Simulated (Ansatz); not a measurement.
Output of an Ansatz run (abridged):

```
WARN the atoms were moved onto the symmetric positions of the space group found under crystal.symmetry.tolerance 1.0e-5 (fractional …
WARN ansatz: RAYON_NUM_THREADS=1 ignored (pool sized by the plan → 1); use --threads N
Pseudopotentials: kind: paw
Pseudopotential: Ti, paw, valence charge 12
Pseudopotential: Al, paw, valence charge 3
Crystal: 8 atoms, lattice volume = 134.477 Å³
Basis set: ecut = 420.4159175005146 eV, 2667 PW (Γ)
Bands: 47, of which v1, the nominal top of the filled ones, is band 39 counted from 1 (38 counted from 0)
Symmetry: 24 space group operations
Space group: P63/mmc (ITA 194), of the structure as read, at distance tolerance 5.1e-5 Å
k-points: 32 of 343
PAW frozen core: Ti, regenerated for the run's functional, and the local potential with it
PAW frozen core: Al, regenerated for the run's functional, and the local potential with it
Initial density: superposition of atomic densities (neutral atoms: chi_scale 0, normalization atom), corrected by the library's trained network
Initial wavefunctions: pseudopotential atomic-orbital guess
Eigensolver: davidson
Functional: x = slater, c = lda
SCF iter   1: F=—  HF=-15729.749191 eV  |F-HF|=—  |Δ(HF+E_count)|=         —  Δρ=5.60e-3  dr2=2.38e-2  ethr=1.77e-3  ⟨swp⟩=6.8  Hψ=6134  notcnv=0
all-band conjugate gradients solve this SCF's bands
preconditioner: auto → Kerker (q_TF=auto, 2.492 Å⁻¹)
SCF iter   2: F=—  HF=-15729.746341 eV  |F-HF|=—  |Δ(HF+E_count)|=   2.85e-3  Δρ=3.26e-3  dr2=9.37e-3  ethr=3.05e-5  ⟨swp⟩=1.9  Hψ=1864  notcnv=0
SCF iter   3: F=—  HF=-15729.744832 eV  |F-HF|=—  |Δ(HF+E_count)|=   1.51e-3  Δρ=5.62e-4  dr2=6.09e-4  ethr=1.20e-5  ⟨swp⟩=2.0  Hψ=1975  notcnv=0
SCF iter   4: F=—  HF=-15729.744699 eV  |F-HF|=—  |Δ(HF+E_count)|=   1.33e-4  Δρ=1.58e-4  dr2=2.97e-5  ethr=7.81e-7  ⟨swp⟩=2.1  Hψ=2094  notcnv=0
SCF iter   5: F=—  HF=-15729.744690 eV  |F-HF|=—  |Δ(HF+E_count)|=   8.91e-6  Δρ=6.92e-5  dr2=7.06e-6  ethr=3.80e-8  ⟨swp⟩=2.1  Hψ=2705  notcnv=0
SCF iter   6: F=—  HF=-15729.744688 eV  |F-HF|=—  |Δ(HF+E_count)|=   1.65e-6  Δρ=1.09e-5  dr2=1.65e-7  ethr=9.05e-9  ⟨swp⟩=2.0  Hψ=1980  notcnv=0
SCF iter   7: F=-15729.744688 eV  HF=-15729.744688 eV  |F-HF|=5.73e-9  |Δ(HF+E_count)|=   3.26e-8  Δρ=2.80e-6  dr2=8.46e-9  ethr=1.28e-10  ⟨swp⟩=6.5  Hψ=5111  notcnv=0
SCF 1 converged in 7 iterations: F = -15729.744688 eV  dr2 = 8.46e-9
SCF converged after 7 iterations
Free energy (F): -15729.744688 eV
Harris-Foulkes:  -15729.744688 eV  (|F-HF|=5.73e-9)
Internal energy: -15729.510367 eV  (E = F + TS)
E sigma→0 (E₀):  -15729.627528 eV
Entropy (-TS):   -0.234321 eV (-29.290 meV/atom)
Fermi energy:    11.772427 eV
--- Per-component energies (eV) ---
  E_band       = -987.074630
  E_kinetic    = 1680.054302
  E_local      = -5660.691889  (includes V_loc(G=0)·N_el)
  E_nonlocal   = 95.934621
  E_hartree    = 2362.317384
  E_xc         = -658.282669
  E_vxc        = -787.932298  (∫ρ·V_xc dr)
  E_paw        = -6881.467477  (= ΣΔE_a)
  E_vpaw       = -1039.079051  (= ΣTr[D̂ρ^β])
  E_aug_tail   = 0.000550  (compensation charges beyond the density's cutoff)
  E_ewald      = -6669.442325
  E_core_change = 2.067135  (= ΣΔE_core)
  E_smearing   = -0.234321  (= −TS)
  E_closure    = 0.000000  (closes the sum)
  Σ components = -15729.744688   (vs F -15729.744688, Δ=0.00e0)
--- Forces (eV/Å), atoms counted from 1 ---
  atom   1  Ti    -0.00000000     0.05915197     0.00000000
  atom   2  Ti     0.00000000    -0.05915197     0.00000000
  atom   3  Ti    -0.05122711     0.02957598     0.00000000
  atom   4  Ti     0.05122711    -0.02957598     0.00000000
  atom   5  Ti    -0.05122711    -0.02957598     0.00000000
  atom   6  Ti     0.05122711     0.02957598     0.00000000
  atom   7  Al    -0.00000000     0.00000000     0.00000000
  atom   8  Al     0.00000000    -0.00000000     0.00000000
  max |Σ_I F_I| component: 3.82e-17 eV/Å
--- Stress (GPa, compression-positive) ---
       -8.515066       0.000000       0.000000
       -0.000000      -8.515066       0.000000
        0.000000       0.000000      -7.778690
  P = ⅓ Tr σ = -8.2696 GPa (-82.696 kbar)
  The stress holds the Pulay correction. Without it, at fixed plane waves, as pw.x and ABINIT print it: P = -8.3102 GPa
--- Band table (eV; the first three rows and the last of 32) ---
  k-point 0: bands = ["-44.2881", "-44.1926", "-44.1922", "-44.1922", "-44.1464", "-44.1464", "-21.0947", "-21.0943", "-20.9684", "-20.9488", "-20.9488", "-20.8998", "-20.8998", "-20.8972", "-20.8972", "-20.7565", "-20.6694", "-20.6694", "-20.6071", [...]
  k-point 1: bands = ["-44.2834", "-44.1974", "-44.1900", "-44.1900", "-44.1486", "-44.1486", "-21.0926", "-21.0883", "-20.9932", "-20.9932", "-20.9572", "-20.9199", "-20.9199", "-20.8404", "-20.8404", "-20.7480", "-20.6603", "-20.6603", "-20.6279", [...]
  k-point 2: bands = ["-44.2702", "-44.2107", "-44.1836", "-44.1836", "-44.1550", "-44.1550", "-21.0871", "-21.0788", "-21.0303", "-21.0303", "-20.9682", "-20.9682", "-20.9183", "-20.7618", "-20.7618", "-20.7241", "-20.6851", "-20.6492", "-20.6492", [...]
  k-point 31: bands = ["-44.2198", "-44.2134", "-44.2029", "-44.1852", "-44.1702", "-44.1671", "-21.0224", "-21.0091", "-20.9734", "-20.9646", "-20.9257", "-20.9017", "-20.8235", "-20.8097", "-20.7935", "-20.7804", "-20.7178", "-20.7029", [...]
```

The structure:

```
CELL_PARAMETERS angstrom
      5.77644     0.00000     0.00000
     -2.88822     5.00254     0.00000
      0.00000     0.00000     4.65370
ATOMIC_POSITIONS crystal
  Ti 0.82990 0.65980 0.25000
  Ti 0.17010 0.34020 0.75000
  Ti 0.17010 0.82990 0.75000
  Ti 0.82990 0.17010 0.25000
  Ti 0.34020 0.17010 0.25000
  Ti 0.65980 0.82990 0.75000
  Al 0.33333 0.66667 0.25000
  Al 0.66667 0.33333 0.75000
```

Q: Reconstruct the input of this run.

A: Other spellings and defaults could give the same log, and not every line can be read from it. The input that was run (DFT, LDA (PW92), plane waves, default PAW files made with PBE):

Ansatz 0.2 input:
```yaml
crystal:
  lattice:
    - [5.776438, 0.000000, 0.000000]
    - [-2.888219, 5.002542, 0.000000]
    - [0.000000, 0.000000, 4.653703]
  atoms:
    - { symbol: Ti, position: [0.829900, 0.659800, 0.250000] }
    - { symbol: Ti, position: [0.170100, 0.340200, 0.750000] }
    - { symbol: Ti, position: [0.170100, 0.829900, 0.750000] }
    - { symbol: Ti, position: [0.829900, 0.170100, 0.250000] }
    - { symbol: Ti, position: [0.340200, 0.170100, 0.250000] }
    - { symbol: Ti, position: [0.659800, 0.829900, 0.750000] }
    - { symbol: Al, position: [0.333333, 0.666667, 0.250000] }
    - { symbol: Al, position: [0.666667, 0.333333, 0.750000] }
basis:
  ecutwfc: 30.9 Ry
kpoints:
  mp_grid: { grid: [7, 7, 7] }
hamiltonian:
  xc: lda
  pseudopotentials: { kind: paw }
scf:
  occupations: { method: fermi_dirac, width: 0.0073 Ry }
output:
  forces: true
  eigenvalues: true
  stress: true
```

The starting cell comes from a database of computed structures (which also holds hypothetical and non-ambient phases and stackings), without a prior relaxation at this level. Its lattice was rescaled by up to half a per cent. Spin polarisation is off. With a pressure of about -8 GPa the cell is away from its equilibrium volume at this level. Ansatz's pressure includes its estimate of the finite-basis (Pulay) stress.

Ansatz is a program for electronic structure.
